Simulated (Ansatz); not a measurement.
The starting structures come from a database of crystals and need not be the phases stable at ambient conditions.

Tunnelling through a barrier is set by its complex band structure: the current falls as exp(−2κd) with the smallest κ.

Here is the system:

```xyz
12
Lattice="4.6363 0.0000 0.0000 0.0000 5.6300 0.0000 0.0000 0.0000 4.9092" Properties=species:S:1:pos:R:3 pbc="T T T"
Ti     2.3181     1.8411     3.6819
Ti     2.3181     3.7889     1.2273
Ti     0.0000     0.9739     1.2273
Ti     0.0000     4.6561     3.6819
O      1.2585     2.1491     0.3994
O      3.3777     3.4809     4.5098
O      1.0596     0.6659     2.8540
O      3.5766     4.9641     2.0552
O      3.5766     0.6659     4.5098
O      1.0596     4.9641     0.3994
O      3.3777     2.1491     2.0552
O      1.2585     3.4809     2.8540
```

The cell is strained (lengths across the current scaled by 1.02, ions clamped); by r2SCAN it stands under a pressure of -10.0 GPa.

Transport runs along the normal of the first two printed cell vectors.

The gap is the functional's own, uncorrected, and κ follows it; spin-orbit coupling is left out. Mid-gap means the computed energy nearest the middle.

Problem. Predict the band gap and the smallest decay constant κ at mid-gap from r2SCAN in Ansatz (a quantum-chemistry and plane-wave program).

Solution. Gap 2.88 eV on a 8×6×6 mesh; κ = 0.371 1/Å, at the zone centre.
